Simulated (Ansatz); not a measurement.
**TaSi2: isotropic strain +5.10 %**

Start from TaSi₂ (space group P6_222, No. 180; a = 4.8030 Å, c = 6.6034 Å).

The change: an isotropic linear strain of +5.10 %, atoms relaxed at fixed cell.

All numbers come from PBE in Ansatz (plane waves to 420 eV, PAW, spin-orbit coupling left out). Γ-centred 11×11×7 mesh, Fermi–Dirac width 0.05 eV.

Volume per atom: 17.02 Å³ (base 14.66 Å³)
Space group: P6_222 (No. 180) (base P6_222 (No. 180))
Shortest interatomic distance: 270.2 pm (base 256.8 pm)
Energy relative to the base (free energy F): +168 meV/atom
Pressure (mean of the normal stresses, compression positive): -19.9 GPa (base 0.0 GPa)
Band gap: zero (base zero)

Whether these cells are dynamically stable was not tested. The final runs are not spin-polarised. An odd electron count without spin: TaSi2.

Ansatz is a quantum-chemistry and plane-wave program.
